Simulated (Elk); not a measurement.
# A self-consistent single point of CrPbO3 (Pm-3m, 5 atoms in the cell) with Elk

Computed with Elk with LDA (PW92), all-electron FP-LAPW, Elk's shipped species files, LAPW+lo basis.

This input was run:

```
tasks
  0

xctype
  3

spinpol
  .true.

reducebf
  0.7

rgkmax
  7.5

gmaxvr
  14.0

nxoapwlo
  1

rmtscf
  0.83

nempty
  10

stype
  0

swidth
  0.00183747

scale
  7.486554444

avec
    1.0000000000    0.0000000000    0.0000000000
    0.0000000000    1.0000000000    0.0000000000
    0.0000000000    0.0000000000    1.0000000000

atoms
  3   : nspecies
  'Cr.in'   : spfname
  1   : natoms; atposl, bfcmt below
  0.0000000000  0.0000000000  0.0000000000    0.0 0.0 -1.5
  'Pb.in'   : spfname
  1   : natoms; atposl, bfcmt below
  0.5000000000  0.5000000000  0.5000000000    0.0 0.0 0.0
  'O.in'   : spfname
  3   : natoms; atposl, bfcmt below
  0.0000000000  0.0000000000  0.5000000000    0.0 0.0 0.0
  0.5000000000  0.0000000000  0.0000000000    0.0 0.0 0.0
  0.0000000000  0.5000000000  0.0000000000    0.0 0.0 0.0

ngridk
  8 8 8
```

The program printed (abridged):

```
│ Elk code version 10.2.4 │

All units are atomic (Hartree, Bohr, etc.)

│ Ground-state run starting from atomic densities │

Lattice vectors :
   7.486554444       0.000000000       0.000000000
   0.000000000       7.486554444       0.000000000
   0.000000000       0.000000000       7.486554444

Unit cell volume      :    419.6101276
Brillouin zone volume :   0.5911444866

Muffin-tin inner radius fraction :   0.1000000000E-01

Nuclei treated as point charges

Species :    1 (Cr)
 parameters loaded from : Cr.in
 name : chromium
 nuclear charge    :   -24.00000000
 electronic charge :    24.00000000
 atomic mass :    94783.09194
 muffin-tin radius :    1.992000000
 number of radial points in muffin-tin :    497
 atomic positions (lattice), magnetic fields (Cartesian) :
   1 :   0.00000000  0.00000000  0.00000000    0.00000000  0.00000000 -1.50000000

Species :    2 (Pb)
 parameters loaded from : Pb.in
 name : lead
 nuclear charge    :   -82.00000000
 electronic charge :    82.00000000
 atomic mass :    377702.4940
 muffin-tin radius :    2.324000000
 number of radial points in muffin-tin :    697
 atomic positions (lattice), magnetic fields (Cartesian) :
   1 :   0.50000000  0.50000000  0.50000000    0.00000000  0.00000000  0.00000000

Species :    3 (O)
 parameters loaded from : O.in
 name : oxygen
 nuclear charge    :   -8.000000000
 electronic charge :    8.000000000
 atomic mass :    29165.12202
 muffin-tin radius :    1.494000000
 number of radial points in muffin-tin :    297
 atomic positions (lattice), magnetic fields (Cartesian) :
   1 :   0.00000000  0.00000000  0.50000000    0.00000000  0.00000000  0.00000000
   2 :   0.50000000  0.00000000  0.00000000    0.00000000  0.00000000  0.00000000
   3 :   0.00000000  0.50000000  0.00000000    0.00000000  0.00000000  0.00000000

Total number of atoms per unit cell :    5

Spin treatment :
 spin-polarised
   [... lines left out ...]
Maximum |G| for potential and density :    14.00000000
 potential will be trimmed for |G| > 2 gkmax
Constant for pseudocharge density :    8
Radial integration step length :    4

G-vector grid sizes :     35    35    35
Number of G-vectors :    19549

Maximum angular momentum used for
 APW functions                      :    8
 outer part of muffin-tin           :    6
 inner part of muffin-tin           :    1

Total nuclear charge    :   -130.0000000
Total core charge       :    84.00000000
Total valence charge    :    46.00000000
Total excess charge     :    0.000000000
Total electronic charge :    130.0000000

Effective Wigner radius, rₛ :   0.9167930943

Number of empty states         :   50
Total number of valence states :  146
Total number of core states    :   84

Total number of local-orbitals :   48

Exchange-correlation functional :      3     0     0
 Perdew-Wang/Ceperley-Alder, Phys. Rev. B 45, 13244 (1992)
 gradient requirement :    0
 local density approximation (LDA)

Smearing type :    0
 Gaussian
Smearing width :   0.1837470000E-02
Effective electronic temperature (K) :    580.2271348

Mixing type :    3
 Broyden mixing, J. Phys. A: Math. Gen. 17, L317 (1984)

Kohn-Sham potential initialised from atomic data
│ Self-consistent loop started │
│ Loop number : 1 │
 total energy                :     -22181.7287449
 total moment                :    1.941843030
│ Loop number : 2 │
 total energy                :     -22182.2287386
 total moment                :    1.985193492
RMS change in Kohn-Sham potential (target) :   0.4841290417     (  0.1000000000E-05)
Absolute change in total energy (target)   :   0.4999937161     (  0.1000000000E-03)
│ Loop number : 3 │
 total energy                :     -22184.6145403
 total moment                :    1.994808660
RMS change in Kohn-Sham potential (target) :   0.4222694927     (  0.1000000000E-05)
Absolute change in total energy (target)   :    2.510800182     (  0.1000000000E-03)
│ Loop number : 4 │
 total energy                :     -22189.6660927
 total moment                :    2.000348590
RMS change in Kohn-Sham potential (target) :   0.2351197038     (  0.1000000000E-05)
Absolute change in total energy (target)   :    5.679252370     (  0.1000000000E-03)
│ Loop number : 5 │
 total energy                :     -22191.6565120
   [... lines left out ...]
 total moment                :    2.000353131
RMS change in Kohn-Sham potential (target) :   0.6474904182E-05 (  0.1000000000E-05)
Absolute change in total energy (target)   :   0.2008672687E-02 (  0.1000000000E-03)
│ Loop number : 18 │
 total energy                :     -22190.7579388
 total moment                :    2.000353645
RMS change in Kohn-Sham potential (target) :   0.2790146416E-05 (  0.1000000000E-05)
Absolute change in total energy (target)   :   0.5833855212E-03 (  0.1000000000E-03)
│ Loop number : 19 │
 total energy                :     -22190.7579814
 total moment                :    2.000353868
RMS change in Kohn-Sham potential (target) :   0.1332807917E-05 (  0.1000000000E-05)
Absolute change in total energy (target)   :   0.1884258272E-03 (  0.1000000000E-03)
│ Loop number : 20 │
 total energy                :     -22190.7579087
 total moment                :    2.000353906
RMS change in Kohn-Sham potential (target) :   0.6327966783E-06 (  0.1000000000E-05)
Absolute change in total energy (target)   :   0.2553734157E-04 (  0.1000000000E-03)
Convergence targets achieved

│ Loop number : 21 │

Energies :
 Fermi                       :     0.267429439489
 sum of eigenvalues          :     -13653.9862519
 electron kinetic            :      25632.7806797
 core electron kinetic       :      25352.0786194
 Coulomb                     :     -47373.7801693
 Coulomb potential           :     -38690.0467597
 nuclear-nuclear             :     -1596.52211329
 electron-nuclear            :     -52864.4693524
 Hartree                     :      7087.21129631
 Madelung                    :     -28028.7567895
 xc potential                :     -596.643409576
 xc effective B-field        :    -0.767486094677E-01
 external B-field            :      0.00000000000
 exchange                    :     -437.438705735
 correlation                 :     -12.3197020926
 total energy                :     -22190.7578975
 (external B-field energy excluded from total)

Density of states at Fermi energy :    126.1117808
 (states/Hartree/unit cell)

Estimated indirect band gap :   0.4065095798E-03
 from k-point     13 to k-point      8
Estimated direct band gap   :   0.3586475936E-02
 at k-point      8

Charges :
 core                        :    84.00000000
 valence                     :    46.00000000
 interstitial                :    9.148217268
 muffin-tins (core leakage)
  species :    1 (Cr)
   atom    1                 :    21.62203150     (  0.3453850539E-08)
  species :    2 (Pb)
   atom    1                 :    79.03636703     (  0.1102859141E-01)
  species :    3 (O)
   atom    1                 :    6.731128069     (  0.4161855134E-06)
   atom    2                 :    6.731128069     (  0.4161855134E-06)
   atom    3                 :    6.731128069     (  0.4161855134E-06)
 total in muffin-tins        :    120.8517827
 total calculated charge     :    130.0014709
 total charge                :    130.0000000
 error                       :   0.1470920977E-02

Moments :
 interstitial                :   0.2036365517
 muffin-tins
  species :    1 (Cr)
   atom    1                 :    1.848715224
  species :    2 (Pb)
   atom    1                 :  -0.4203495337E-02
  species :    3 (O)
   atom    1                 :  -0.1593143025E-01
   atom    2                 :  -0.1593143025E-01
   atom    3                 :  -0.1593143025E-01
 total in muffin-tins        :    1.796717437
 total moment                :    2.000353989

│ Self-consistent loop stopped │
```

The run converged in 21 iterations. The count includes the last loop, which Elk runs after its targets are met.

The starting cell comes from a database of computed structures (which also holds hypothetical and non-ambient phases and stackings), without a prior relaxation at this level. Its lattice was rescaled by a random factor within 2.5 % of one. Spin-orbit coupling is off. With one magnetic atom in the cell only a parallel order is possible. Values depend on the basis (sphere radii, cutoffs, local orbitals), which need not be converged. The log's line on a gap gives a spacing of levels on this mesh, which the program prints for metals too.

Cost on one core of a shared machine: roughly 3 min.
